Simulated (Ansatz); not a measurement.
Take TaSi$_{2}$ (space group P6_222, No. 180; a = 4.804 Å, c = 6.604 Å) as the base.

Method: PBE (Ansatz, a quantum-chemistry and plane-wave program, PAW, without spin-orbit coupling), earlier PAW set.

For the base:

- c/a ratio = 1.375
- Volume per atom = 14.67 Å³

One thing is altered: a hydrostatic pressure of 10 GPa.

What does the calculation give for the c/a ratio and volume per atom after the change?

The c/a ratio increases by 0.007 (1.375 → 1.382); the volume per atom decreases by 0.702 Å³, from 14.67 Å³ to 13.96 Å³.

Load acts through the strain it causes; cell and atoms are relaxed under it. No phonon test of stability was made. Competing high-pressure phases were not computed. All final runs are without spin polarisation. An odd electron count without spin: TaSi2.
